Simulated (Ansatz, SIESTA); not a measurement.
**SrZnIn₃ (I4mm, 5 atoms in the cell) computed with different codes at matched settings**

Relaxation of cell and atoms.

```
CELL_PARAMETERS angstrom
     -2.33755     2.33755     6.12101
      2.33755    -2.33755     6.12101
      2.33755     2.33755    -6.12101
ATOMIC_POSITIONS crystal
  Sr 0.00478 0.00478 0.00000
  Zn 0.61397 0.61397 0.00000
  In 0.74198 0.24198 0.50000
  In 0.24198 0.74198 0.50000
  In 0.39730 0.39730 0.00000
```

Shared settings, as Ansatz (a program for electronic structure) writes them: kpoints.mp_grid.grid = 5 5 5; scf.occupations.method = fermi_dirac; scf.occupations.width = 0.1 eV. Potentials and cutoffs stand in the table.

| code | model | final volume (Å³/atom) | cutoff |
|---|---|---|---|
| Ansatz | LDA (PW92), PAW files made with PBE | 24.24 | default |
| SIESTA | LDA PW92, numerical atomic orbitals DZP, PseudoDojo LDA standard norm-conserving potentials (rewritten from UPF to PSML) | 25.08 | grid 350 Ry |

The spread over the programs that give each value: final volume within 0.84 Å³/atom.

SIESTA uses small atom-centred bases, whose incompleteness enters pressures, forces and empty levels differently from a plane-wave cutoff. The programs treat the finite-basis stress differently while the cell relaxes: Ansatz adds an estimate of it.

The starting cell comes from a database of computed structures (which also holds hypothetical and non-ambient phases and stackings), without a prior relaxation at this level. Its lattice was rescaled by a random factor within 2.5 % of one.

Keys are those of Ansatz 0.2.
